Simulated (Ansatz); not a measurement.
# What strain tensor (xx, yy, zz, yz, xz, xy) = (−1.35, −1.03, −0.35, −0.73, +0.03, −0.27) % does to Hf

Base system: Hf in the hcp (Mg type) structure (space group P6_3/mmc, No. 194; a = 3.1591 Å, c = 4.9999 Å). Axes: x lies along a and z along c of the hexagonal cell.

Modification: strain tensor (xx, yy, zz, yz, xz, xy) = (−1.35, −1.03, −0.35, −0.73, +0.03, −0.27) %, atoms relaxed at fixed cell.

Calculations: PBEsol/PAW in Ansatz (a first-principles code), no spin-orbit coupling. Γ-centred 17×17×9 mesh, Fermi–Dirac width 0.05 eV.

```json
[
 {"quantity": "volume per atom", "base": "21.61 Å³", "changed": "21.02 Å³", "shift": "-0.59 Å³"},
 {"quantity": "space group", "base": "P6_3/mmc (No. 194)", "changed": "P-1 (No. 2)", "shift": "–"},
 {"quantity": "shortest interatomic distance", "base": "309.5 pm", "changed": "305.3 pm", "shift": "-4.2 pm"},
 {"quantity": "energy relative to the base (free energy F)", "base": "0 meV/atom", "changed": "+7.1 meV/atom", "shift": "+7.1 meV/atom"},
 {"quantity": "pressure (mean of the normal stresses, compression positive)", "base": "0.0 GPa", "changed": "3.2 GPa", "shift": "+3.2 GPa"},
 {"quantity": "band gap", "base": "zero", "changed": "zero", "shift": "–"},
 {"quantity": "stress (xx, yy, zz, yz, xz, xy; compression positive) (rough)", "base": "–", "changed": "(3.7, 3.4, 2.6, 0.8, 0.0, 0.3) GPa", "shift": "–"}
]
```

Without a gap, meshes like the base's 17×17×9 leave anisotropic stresses uncertain by several tenths of a GPa, and small strain energies with them. Whether these cells are dynamically stable was not tested. All final runs are without spin polarisation.
